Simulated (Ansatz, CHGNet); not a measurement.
How the equilibrium volume per atom of 1T (CdI2-type) PtTe2 moves with the method

No measured value is used here.

```tsv
level (code)	value (Å³/atom)
CHGNet 0.3.0	26.50
LDA (Ansatz)	23.76
PBE (Ansatz)	25.98
PBE-D3(BJ) (Ansatz)	24.14
PBE-D4 (Ansatz)	24.15
rVV10 (Ansatz)	26.58
HSE06-D3(BJ) (Ansatz)	23.04
```

Density-functional levels without +SOC have no spin–orbit coupling. CHGNet 0.3.0: the cell has another shape than the first-principles one, perhaps another minimum in the same group. LDA: LDA has no dispersion term either, though it tends to give short spacings of layers, chains or molecules. PBE: for a layered or molecular solid the relaxed cell lies over 5 % above the published volume, where the minimum can be shallow. PBE: the cell comes from a level without a dispersion term, which matters for the spacing of layers, chains or molecules. HSE06-D3(BJ): exact exchange on metals is sensitive to the k mesh and can open a false gap. HSE06-D3(BJ): the run warned that the count of filled bands differs between k points. Cutoffs and k meshes differ between the levels. Ansatz's density-functional and Hartree–Fock values are scalar-relativistic unless marked +SOC, with PAW data made under PBE.

Machine-learned potentials (CHGNet 0.3.0) are trained on DFT data: a solid inside that data is no test of them.

Ansatz is a program for electronic structure.
